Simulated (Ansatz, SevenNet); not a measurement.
For SiGe (model structure, started from the WC type, P-6m2, No. 187, 2 atoms in the cell), the machine-learned potential SevenNet-0 (trained on PBE and PBE+U data) gives:

* **lattice parameter a**: 3.598 Å
* **lattice parameter c**: 3.269 Å

Task: What does r²SCAN+rVV10 (PAW; Ansatz, an electronic-structure program) give for the same quantities?

Result: 
- lattice constant a: 3.627 Å (rises by 0.8 %)
- lattice parameter c: 3.150 Å (falls by 3.6 %)

Changes are worked out from the printed values.

Unless a cell is named, each level is at its own relaxed cell (SevenNet-0 18.32, r²SCAN+rVV10 17.95 Å³/atom).

Ansatz's density-functional and Hartree–Fock values are scalar-relativistic unless marked +SOC, with PAW data made under PBE.

A model structure was made by putting elements into a prototype or built by hand; it is no filed structure, need not be a known phase, and can be a saddle point held by its symmetry.
